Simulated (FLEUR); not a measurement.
A self-consistent single point of CoGe (P2_13, 8 atoms in the cell) with FLEUR.

Level of theory: PBEsol, all-electron FLAPW (FLEUR), scalar-relativistic valence in FLEUR.

The change in words: lattice scaled by 0.98. Reference geometry:
```yaml
crystal:
  lattice:
    - [4.57947, 0.00000, 0.00000]
    - [0.00000, 4.57947, 0.00000]
    - [0.00000, 0.00000, 4.57947]
  atoms:
    - { symbol: Co, position: [0.13683, 0.13683, 0.13683] }
    - { symbol: Co, position: [0.36317, 0.86317, 0.63683] }
    - { symbol: Co, position: [0.63683, 0.36317, 0.86317] }
    - { symbol: Co, position: [0.86317, 0.63683, 0.36317] }
    - { symbol: Ge, position: [0.83981, 0.83981, 0.83981] }
    - { symbol: Ge, position: [0.66019, 0.16019, 0.33981] }
    - { symbol: Ge, position: [0.33981, 0.66019, 0.16019] }
    - { symbol: Ge, position: [0.16019, 0.33981, 0.66019] }
```

Reference input (self-consistent single point, DFT, PBEsol, all-electron FLAPW (FLEUR), scalar-relativistic valence): Kmax = 3.9 1/bohr; GmaxXC = 11.7 1/bohr; xcFunctional = PBEs; jspins = 1; l_soc = F; mode = gauss; fermiSmearingEnergy = 0.00367493 Htr; mesh (inpgen div1-3) = 5 5 5; inpgen gamma flag = false; Gmax = 11.7 1/bohr; numbands = 0; maxIterBroyd = 40. This run's input differs from it in these lines:

```diff
@@ -3,5 +3,5 @@
 &input film=f /
-4.5794700000 0.0000000000 0.0000000000
-0.0000000000 4.5794700000 0.0000000000
-0.0000000000 0.0000000000 4.5794700000
+4.4878810000 0.0000000000 0.0000000000
+0.0000000000 4.4878810000 0.0000000000
+0.0000000000 0.0000000000 4.4878810000
 1.8897261246
@@ -50,5 +50,5 @@
          <bravaisMatrix>
-            <row-1>    8.6539440958219611     0.0000000000000000     0.0000000000000000</row-1>
-            <row-2>    0.0000000000000000     8.6539440958219611     0.0000000000000000</row-2>
-            <row-3>    0.0000000000000000     0.0000000000000000     8.6539440958219611</row-3>
+            <row-1>    8.4808659697959712     0.0000000000000000     0.0000000000000000</row-1>
+            <row-2>    0.0000000000000000     8.4808659697959712     0.0000000000000000</row-2>
+            <row-3>    0.0000000000000000     0.0000000000000000     8.4808659697959712</row-3>
          </bravaisMatrix>
```

Log, with long lists cut:

```
 Iteration:     1   Distance:      20.17840786 me/bohr^3
 Iteration:     2   Distance:      13.41752404 me/bohr^3
 Iteration:     3   Distance:       8.46518799 me/bohr^3
 Iteration:     4   Distance:       3.49676295 me/bohr^3
 Iteration:     5   Distance:       2.93443212 me/bohr^3
   [... 7 lines left out ...]
 Iteration:    13   Distance:       0.00026545 me/bohr^3
 Iteration:    14   Distance:       0.00018088 me/bohr^3
 Iteration:    15   Distance:       0.00004522 me/bohr^3
 Iteration:    16   Distance:       0.00000442 me/bohr^3
 Reset of history
 Run finished successfully
 Stop message:
   Structural relaxation: new displacements generated

[file out, last iteration]
             iter=     17
[...]
          total density-effective poten   -2.2209052782E+04
          total charge density-energy d   -5.4737338906E+02
 Updated energy parameters for spin:           1
[...]
 fermi energy and band-weighting factors:
   [... 8 lines left out ...]

[...]
FERMIE:
          first approx. to ef    (T=0)  :   0.464528 htr   (energy of the highest occ. eigenvalue)
          number of occ. states  (T=0)  :        638
          first approx. to seigv (T=0)  : -40.671458 htr
          sum of weights of occ. states :  58.000000
          sum of semicore charge        :   0.000000 e
          fermi energy=   0.46656 har   work function= -12.69578 ev
   [... lines left out ...]
          total moment                 =     0.00000
 Direct bandgap for spin            1 :    1.2172185880509001E-002  Htr
 ---->    free energy=                    -13959.3714357596 htr
   [... lines left out ...]
      extrapolation for T->0
 ---->    total electron energy=          -13959.3714357596 htr
 ***** TOTAL FORCES ON ATOMS *****
 TOTAL FORCE FOR ATOM TYPE=  1  X=  1.160   Y=  1.160   Z=  1.160
                       FX_TOT= 0.003130 FY_TOT= 0.003130 FZ_TOT= 0.003130
 TOTAL FORCE FOR ATOM TYPE=  2  X= -1.359   Y= -1.359   Z= -1.359
                       FX_TOT= 0.001136 FY_TOT= 0.001136 FZ_TOT= 0.001136
```

The run converged in 16 iterations. FLEUR gives forces in its relaxation mode, with a further iteration, so its stop message speaks of a relaxation. Against the reference run the total energy rises by 22.3 meV/atom.

The starting cell comes from a database of computed structures (which also holds hypothetical and non-ambient phases and stackings), without a prior relaxation at this level. For this run, on top of that: lattice scaled by 0.98. Spin polarisation is off. Values depend on the basis (sphere radii, cutoffs, local orbitals), which need not be converged. The log's line on a gap gives a spacing of levels on this mesh, which the program prints for metals too.

Cost on one core of a shared machine: roughly 2 min.
